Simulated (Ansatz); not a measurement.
We consider AlB2-type HfB₂, described by PBE in Ansatz (PAW).

Settings: plane-wave cutoff 520 eV, 24×24×16 k mesh (along the axes of the cell as run), Fermi–Dirac smearing 0.05 eV, scalar-relativistic PAW data made under PBE.

Computed points:

```
V (Å³/atom)  E − E_lowest (meV/atom)  P (GPa)
-----------  -----------------------  -------
9.560                          13.19    10.96
9.759                           3.19     5.22
9.958                           0.00     0.01
10.157                          2.97    -4.71
10.356                         11.54    -8.99
```

Fit the third-order Birch–Murnaghan equation and give B0 and B′.

V0 = 9.958 Å³/atom, B0 = 248 GPa, B′ = 3.9 (fit to the energies at full precision).

Shape and atoms are relaxed at each volume.

Measured, for comparison: bulk modulus 282 GPa (room temperature, no zero-point or thermal correction, hydrostatic curve from radial diffraction; as tabulated in Experimental and computational studies of compression and deformation behavior …); equilibrium volume per atom 9.91 Å³/atom (room temperature, no zero-point or thermal correction; as tabulated in Burrage et al. (2022), doi:10.3390/ma15082762). Computed (rounded) less measured: bulk modulus -12 %, equilibrium volume per atom +0.5 %.

Note: the bulk modulus comes from volumes at which shape and atoms were relaxed.

Spin–orbit coupling is not included.

The computed numbers hold no vibrational or temperature effects.

Ansatz is a program for electronic structure.
